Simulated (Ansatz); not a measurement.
Abridged Ansatz (an electronic-structure program) output:

```
Pseudopotential: O, paw, valence charge 6
Pseudopotential: Cs, paw, valence charge 9
Crystal: 3 atoms, lattice volume = 102.682 Å³
Basis set: ecut = 420 eV, 1985 PW (Γ), exchange–correlation on 60×60×96 points (8 copies of the dense FFT grid, shifted against one another)
Bands: 16, of which v1, the nominal top of the filled ones, is band 12 counted from 1 (11 counted from 0)
Symmetry: 12 space group operations
k-points: 50 of 405
Functional: x = pbe(κ = 0.804, μ = 0.2195149727645171), c = pbe(β = 0.06672455060314922)
SCF iter   1: F=—  HF=-11909.913663 eV  |F-HF|=—  |Δ(HF+E_count)|=         —  Δρ=3.05e-3  dr2=1.06e-2  ethr=1.77e-3  ⟨swp⟩=7.8  Hψ=4893  notcnv=0
SCF iter   2: F=—  HF=-11909.912808 eV  |F-HF|=—  |Δ(HF+E_count)|=   8.55e-4  Δρ=2.32e-3  dr2=4.36e-3  ethr=4.41e-5  ⟨swp⟩=2.0  Hψ=1870  notcnv=0
SCF 1 converged in 9 iterations: F = -11909.912425 eV  dr2 = 9.72e-11
SCF converged after 9 iterations
Free energy (F): -11909.912425 eV
Internal energy: -11909.912423 eV  (E = F + TS)
E sigma→0 (E₀):  -11909.912424 eV
Entropy (-TS):   -0.000002 eV (-0.001 meV/atom)
Fermi energy:    6.574090 eV
  E_disp       = -0.507175  (pairwise vdW)
--- Forces (eV/Å), atoms counted from 1 ---
  atom   1  O     -0.00000000     0.00000000     0.00000000
  atom   2  Cs     0.00000000     0.00000000    -0.00012744
  atom   3  Cs    -0.00000000    -0.00000000     0.00012744
--- Stress (GPa, compression-positive) ---
        0.002435       0.000000       0.000000
        0.000000       0.002435       0.000000
       -0.000000       0.000000       0.008500
  P = ⅓ Tr σ = 0.0045 GPa (0.045 kbar)
```

Problem. What was computed, and what are the main results?

Solution. Cs2O, 3 atoms in the cell, with PBE-D3(BJ)/PAW in Ansatz, no spin-orbit coupling. The last SCF converged to F = -11909.912425 eV, or -3969.9708 eV per atom, at a pressure of 0.00 GPa. The total energy compares only with runs of the same code, potentials and settings.

No phonon test of stability was made. The cell is Cs2O in the anti-CdI2 type structure (space group P-3m1, No. 164; a hypothetical phase, not in the database extracts checked).
